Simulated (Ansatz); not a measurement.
A self-consistent single point of TaNi3 (Fmm2, 4 atoms in the cell) with Ansatz (a quantum-chemistry and plane-wave program).

Method: PBEsol, default PAW files made with PBE (plane waves; Ansatz).

The change in words: lattice scaled by 0.98; basis.ecutwfc: 420 eV → 335 eV. Reference geometry:
```yaml
crystal:
  lattice:
    - [0.00000, 2.55880, 3.71566]
    - [2.55403, 0.00000, 3.71566]
    - [2.55403, 2.55880, 0.00000]
  atoms:
    - { symbol: Ta, position: [0.00673, 0.00673, 0.99327] }
    - { symbol: Ni, position: [0.50000, 0.50000, 0.50000] }
    - { symbol: Ni, position: [0.25000, 0.25000, 0.25000] }
    - { symbol: Ni, position: [0.75000, 0.75000, 0.75000] }
```

Reference input (self-consistent single point, DFT, PBEsol, plane waves, default PAW files made with PBE): basis.ecutwfc = 420 eV; kpoints.mp_grid.grid = 7 7 7; hamiltonian.xc = pbesol; hamiltonian.pseudopotentials = {kind: paw} (the program's default PAW files); scf.occupations.method = fermi_dirac; scf.occupations.width = 0.1 eV. This run's input differs from it in these lines:

Ansatz 0.2 input:
```diff
@@ -2,5 +2,5 @@
   lattice:
-    - [0.000000, 2.558803, 3.715659]
-    - [2.554029, 0.000000, 3.715659]
-    - [2.554029, 2.558803, 0.000000]
+    - [0.000000, 2.507627, 3.641346]
+    - [2.502948, 0.000000, 3.641346]
+    - [2.502948, 2.507627, 0.000000]
   atoms:
@@ -11,3 +11,3 @@
 basis:
-  ecutwfc: 420.0
+  ecutwfc: 335.0
 kpoints:
```

Output (repeated stretches shortened):

```
SCF iter   1: F=—  HF=-27222.792206 eV  |F-HF|=—  |Δ(HF+E_count)|=         —  Δρ=2.19e-2  dr2=1.25e-1  ethr=1.77e-3  ⟨swp⟩=5.1  Hψ=8171  notcnv=0
all-band conjugate gradients solve this SCF's bands
preconditioner: auto → Kerker (q_TF=auto, 2.908 Å⁻¹)
SCF iter   2: F=—  HF=-27222.763689 eV  |F-HF|=—  |Δ(HF+E_count)|=   2.85e-2  Δρ=2.71e-3  dr2=1.81e-3  ethr=1.86e-4  ⟨swp⟩=2.2  Hψ=4487  notcnv=0  defer=2
   [... lines left out ...]
SCF iter   4: F=—  HF=-27222.763128 eV  |F-HF|=—  |Δ(HF+E_count)|=   9.41e-5  Δρ=2.22e-4  dr2=2.35e-5  ethr=8.66e-7  ⟨swp⟩=1.0  Hψ=2622  notcnv=0  defer=2
SCF iter   5: F=—  HF=-27222.763123 eV  |F-HF|=—  |Δ(HF+E_count)|=   4.78e-6  Δρ=8.68e-5  dr2=4.31e-6  ethr=3.50e-8  ⟨swp⟩=1.0  Hψ=2625  notcnv=0  defer=2
SCF iter   6: F=—  HF=-27222.763122 eV  |F-HF|=—  |Δ(HF+E_count)|=   8.24e-7  Δρ=3.05e-5  dr2=3.66e-7  ethr=6.43e-9  ⟨swp⟩=2.4  Hψ=3536  notcnv=0  defer=2
SCF iter   7: F=-27222.763122 eV  HF=-27222.763122 eV  |F-HF|=1.61e-8  |Δ(HF+E_count)|=   5.94e-8  Δρ=7.41e-6  dr2=1.67e-8  ethr=1.49e-10  ⟨swp⟩=4.8  Hψ=9845  notcnv=0
SCF 1 converged in 7 iterations: F = -27222.763122 eV  dr2 = 1.67e-8
Free energy (F): -27222.763122 eV
Internal energy: -27222.715071 eV  (E = F + TS)
E sigma→0 (E₀):  -27222.739097 eV
Entropy (-TS):   -0.048051 eV (-12.013 meV/atom)
Fermi energy:    20.869172 eV
--- Forces (eV/Å), atoms counted from 1 ---
  atom   1  Ta    -0.00000000     0.00000000    -0.63720412
  atom   2  Ni     0.00000000    -0.00000000     0.03700893
  atom   3  Ni    -0.00000000     0.00000000     0.30009866
  atom   4  Ni     0.00000000    -0.00000000     0.30009866
--- Stress (GPa, compression-positive) ---
       11.665325      -0.000000      -0.000000
       -0.000000      11.092654       0.000000
       -0.000000       0.000000      11.791361
  P = ⅓ Tr σ = 11.5164 GPa (115.164 kbar)
  The stress holds the Pulay correction. Without it, at fixed plane waves, as pw.x and ABINIT print it: P = 4.6987 GPa
```

The run converged in 7 iterations. Against the reference run the free energy rises by 52.9 meV/atom, the pressure goes from -4.43 to 11.52 GPa and the largest force goes from 0.496 to 0.637 eV/Å.

The starting cell comes from a database of computed structures (which also holds hypothetical and non-ambient phases and stackings), without a prior relaxation at this level. Its lattice was rescaled by up to half a per cent. One atom was moved a little off its site on purpose. For this run, on top of that: lattice scaled by 0.98. Spin polarisation is off. Ansatz's pressure includes its estimate of the finite-basis (Pulay) stress. Without the estimate this run gives 4.70 GPa. The cutoff lies below the one recommended for these files.
